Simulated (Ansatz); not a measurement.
# Input and output of a self-consistent single point for Y2Fe2Si2C (Cm, 7 atoms in the cell) (Ansatz)

Method of the run: LDA (PW92), default PAW files made with PBE (plane waves; Ansatz, a program for electronic structure).

Input as run:

Ansatz 0.2 input:
```yaml
crystal:
  lattice:
    - [5.261039, -1.954997, 0.000000]
    - [5.261039, 1.954997, 0.000000]
    - [-4.264683, 0.000000, 5.185025]
  atoms:
    - { symbol: Y, position_ang: [1.622375, 0.000000, 3.707101] }
    - { symbol: Y, position_ang: [4.635016, -0.000000, 1.527923] }
    - { symbol: Fe, position_ang: [4.548233, 0.000000, 4.690529] }
    - { symbol: Fe, position_ang: [1.709162, -0.000000, 0.494496] }
    - { symbol: Si, position_ang: [7.612444, 0.000000, 1.465755] }
    - { symbol: Si, position_ang: [-1.355049, 0.000000, 3.719270] }
    - { symbol: C, position_ang: [0.000000, 0.000000, 0.000000] }
basis:
  ecutwfc: 30.9 Ry
kpoints:
  mp_grid: { grid: [6, 6, 4] }
hamiltonian:
  xc: lda
  pseudopotentials: { kind: paw }
scf:
  occupations: { method: gaussian, width: 0.0073 Ry }
output:
  forces: true
  eigenvalues: true
  stress: true
```

Output, abridged:

```
WARN ansatz: RAYON_NUM_THREADS=1 ignored (pool sized by the plan → 1); use --threads N
Pseudopotentials: kind: paw
Pseudopotential: Y, paw, valence charge 11
Pseudopotential: Fe, paw, valence charge 16
Pseudopotential: Si, paw, valence charge 4
Pseudopotential: C, paw, valence charge 4
Crystal: 7 atoms, lattice volume = 106.659 Å³
Basis set: ecut = 420.4159175005146 eV, 2105 PW (Γ)
Bands: 40, of which v1, the nominal top of the filled ones, is band 33 counted from 1 (32 counted from 0)
Symmetry: 2 space group operations
Space group: Cm (ITA 8), of the structure as read, at distance tolerance 4.7e-5 Å
k-points: 47 of 144 (time reversal used)
PAW frozen core: Y, regenerated for the run's functional, and the local potential with it
PAW frozen core: Fe, regenerated for the run's functional, and the local potential with it
PAW frozen core: Si, regenerated for the run's functional, and the local potential with it
PAW frozen core: C, regenerated for the run's functional, and the local potential with it
Initial density: superposition of atomic densities (neutral atoms: chi_scale 0, normalization atom), corrected by the library's trained network
Initial wavefunctions: pseudopotential atomic-orbital guess
Eigensolver: davidson
Functional: x = slater, c = lda
SCF iter   1: F=—  HF=-17797.079510 eV  |F-HF|=—  |Δ(HF+E_count)|=         —  Δρ=9.02e-3  dr2=4.05e-2  ethr=1.77e-3  ⟨swp⟩=6.1  Hψ=7332  notcnv=0
all-band conjugate gradients solve this SCF's bands
preconditioner: auto → Kerker (q_TF=auto, 2.519 Å⁻¹)
SCF iter   2: F=—  HF=-17797.070210 eV  |F-HF|=—  |Δ(HF+E_count)|=   9.30e-3  Δρ=4.31e-3  dr2=1.29e-2  ethr=6.14e-5  ⟨swp⟩=1.6  Hψ=2434  notcnv=0
SCF iter   3: F=—  HF=-17797.066970 eV  |F-HF|=—  |Δ(HF+E_count)|=   3.24e-3  Δρ=8.83e-4  dr2=1.10e-3  ethr=1.96e-5  ⟨swp⟩=2.7  Hψ=3057  notcnv=0
SCF iter   4: F=—  HF=-17797.066749 eV  |F-HF|=—  |Δ(HF+E_count)|=   2.21e-4  Δρ=2.43e-4  dr2=6.96e-5  ethr=1.67e-6  ⟨swp⟩=2.0  Hψ=2460  notcnv=0
SCF iter   5: F=—  HF=-17797.066818 eV  |F-HF|=—  |Δ(HF+E_count)|=   6.89e-5  Δρ=8.03e-5  dr2=6.51e-6  ethr=1.05e-7  ⟨swp⟩=2.0  Hψ=2425  notcnv=0
SCF iter   6: F=—  HF=-17797.066816 eV  |F-HF|=—  |Δ(HF+E_count)|=   1.21e-6  Δρ=2.76e-5  dr2=9.00e-7  ethr=9.86e-9  ⟨swp⟩=2.0  Hψ=2576  notcnv=0
SCF iter   7: F=-17797.066816 eV  HF=-17797.066816 eV  |F-HF|=3.36e-8  |Δ(HF+E_count)|=   7.04e-8  Δρ=5.36e-6  dr2=2.62e-8  ethr=1.52e-10  ⟨swp⟩=8.3  Hψ=7346  notcnv=0
SCF 1 converged in 7 iterations: F = -17797.066816 eV  dr2 = 2.62e-8
SCF converged after 7 iterations
Free energy (F): -17797.066816 eV
Harris-Foulkes:  -17797.066816 eV  (|F-HF|=3.36e-8)
Internal energy: -17797.054840 eV  (E = F + TS)
E sigma→0 (E₀):  -17797.060828 eV
Entropy (-TS):   -0.011976 eV (-1.711 meV/atom)
Fermi energy:    12.880646 eV
--- Per-component energies (eV) ---
  E_band       = -677.387739
  E_kinetic    = 1501.277241
  E_local      = -7523.452167  (includes V_loc(G=0)·N_el)
  E_nonlocal   = 621.595176
  E_hartree    = 3151.716457
  E_xc         = -744.172545
  E_vxc        = -865.785896  (∫ρ·V_xc dr)
  E_paw        = -9117.778076  (= ΣΔE_a)
  E_vpaw       = -714.468406  (= ΣTr[D̂ρ^β])
  E_aug_tail   = 0.001685  (compensation charges beyond the density's cutoff)
  E_ewald      = -5687.936348
  E_core_change = 1.693737  (= ΣΔE_core)
  E_smearing   = -0.011976  (= −TS)
  E_closure    = -0.000000  (closes the sum)
  Σ components = -17797.066816   (vs F -17797.066816, Δ=0.00e0)
--- Forces (eV/Å), atoms counted from 1 ---
  atom   1  Y      0.05264158     0.00000000    -0.22264262
  atom   2  Y     -0.05959580     0.00000000    -0.04509390
  atom   3  Fe     0.22058613    -0.00000000     0.20349109
  atom   4  Fe    -0.18619086     0.00000000    -0.11163279
  atom   5  Si    -0.05254788     0.00000000    -0.19829618
  atom   6  Si     0.06363058    -0.00000000     0.27862090
  atom   7  C     -0.03852550    -0.00000000     0.09555371
  max |Σ_I F_I| component: 1.75e-6 eV/Å
--- Stress (GPa, compression-positive) ---
       -7.070832      -0.000000      -0.408513
       -0.000000      -6.601167       0.000000
       -0.408515       0.000000      -5.990308
  P = ⅓ Tr σ = -6.5541 GPa (-65.541 kbar)
  The stress holds the Pulay correction. Without it, at fixed plane waves, as pw.x and ABINIT print it: P = -6.6915 GPa
--- Band table (eV; the first three rows and the last of 47) ---
  k-point 0: bands = ["-73.1907", "-73.1853", "-39.8699", "-39.8541", "-39.5902", "-39.5844", "-39.5794", "-39.5566", "-29.0015", "-28.9353", "-9.4505", "-9.1354", "-9.0375", "-9.0155", "-9.0027", "-8.9398", "1.7357", "4.1335", "5.7103", "8.3391", [...]
  k-point 1: bands = ["-73.1907", "-73.1853", "-39.8699", "-39.8541", "-39.5902", "-39.5844", "-39.5794", "-39.5566", "-28.9934", "-28.9432", "-9.4176", "-9.1640", "-9.0584", "-8.9946", "-8.9815", "-8.9768", "1.9624", "4.0749", "5.2280", "8.1599", [...]
  k-point 2: bands = ["-73.1907", "-73.1853", "-39.8699", "-39.8541", "-39.5902", "-39.5844", "-39.5794", "-39.5566", "-28.9811", "-28.9554", "-9.3769", "-9.1853", "-9.0713", "-9.0375", "-8.9682", "-8.9648", "2.2462", "4.0088", "4.7418", "8.3121", [...]
  k-point 46: bands = ["-73.1907", "-73.1852", "-39.8702", "-39.8538", "-39.5906", "-39.5848", "-39.5790", "-39.5562", "-28.9937", "-28.9428", "-9.3728", "-9.1412", "-9.1012", "-9.0288", "-9.0119", "-8.9574", "2.3675", "3.4578", "6.0269", "7.5595", [...]
```

The run converged in 7 iterations.

The starting cell comes from a database of computed structures (which also holds hypothetical and non-ambient phases and stackings), without a prior relaxation at this level. Its lattice was rescaled by up to half a per cent. One atom was moved a little off its site on purpose. Spin polarisation is off. With a pressure of about -7 GPa the cell is away from its equilibrium volume at this level. Ansatz's pressure includes its estimate of the finite-basis (Pulay) stress.
